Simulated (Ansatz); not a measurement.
**ScAl3, pressure series**

The parent structure is ScAl3 in the Cu3Au type structure (space group Pm-3m, No. 221; a = 4.106 Å).

Cell and atoms are relaxed at each pressure.

Level of theory: plane-wave PAW DFT at the PBE level (Ansatz, a quantum-chemistry and plane-wave program, 420 eV), scalar-relativistic without spin-orbit coupling.

Notes on the quantities. enthalpy: H = E + PV relative to the base's energy.

| case | enthalpy | shortest interatomic distance |
|---|---|---|
| base | – | 2.903 Å |
| pressure −2 GPa | -0.22 eV/atom | 2.927 Å |
| pressure −1 GPa | -0.11 eV/atom | 2.915 Å |
| pressure 0.9 GPa | +0.10 eV/atom | 2.893 Å |
| pressure 2.1 GPa | +0.22 eV/atom | 2.881 Å |
| pressure 4.5 GPa | +0.47 eV/atom | 2.858 Å |
| pressure 9 GPa | +0.93 eV/atom | (withheld) |
| pressure 15 GPa | +1.51 eV/atom | 2.778 Å |
| pressure 22.5 GPa | +2.20 eV/atom | 2.734 Å |
| pressure 30 GPa | +2.86 eV/atom | 2.696 Å |

Problem. Complete the table.

Solution. 
- pressure 9 GPa, shortest interatomic distance: 2.820 Å

Load acts through the strain it causes; cell and atoms are relaxed under it. Stability against distortions was not tested. No other phases were tried under pressure. All final runs are without spin polarisation.
